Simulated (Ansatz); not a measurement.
## Pressure series in Bi2Te3

Consider Bi2Te3 in the Bi2Te3 type structure (space group R-3m, No. 166; a = 4.315 Å, c = 29.619 Å (hexagonal axes)).

Cell and atoms are relaxed at each pressure.

All numbers come from PBEsol-D3(BJ)/PAW in Ansatz (an electronic-structure program), scalar-relativistic without spin-orbit coupling.

| P (GPa) | V (Å³/atom) |
|---|---|
| -1.00 | 32.568 |
| 0.30 | 31.651 |
| 0.70 | 31.405 |
| 1.50 | 30.949 |
| 3.00 | 30.188 |
| 5.00 | 29.322 |

Task: Fit a third-order Birch–Murnaghan equation of state.

Result: Least squares on P(V) = (3B₀/2)[(V₀/V)^(7/3) − (V₀/V)^(5/3)]·[1 + (3/4)(B₀′ − 4)((V₀/V)^(2/3) − 1)] gives V₀ = 31.85 Å³/atom, B₀ = 48 GPa and B₀′ = 5.6.

Load acts through the strain it causes; cell and atoms are relaxed under it. No phonon test of stability was made. No other phases were tried under pressure.
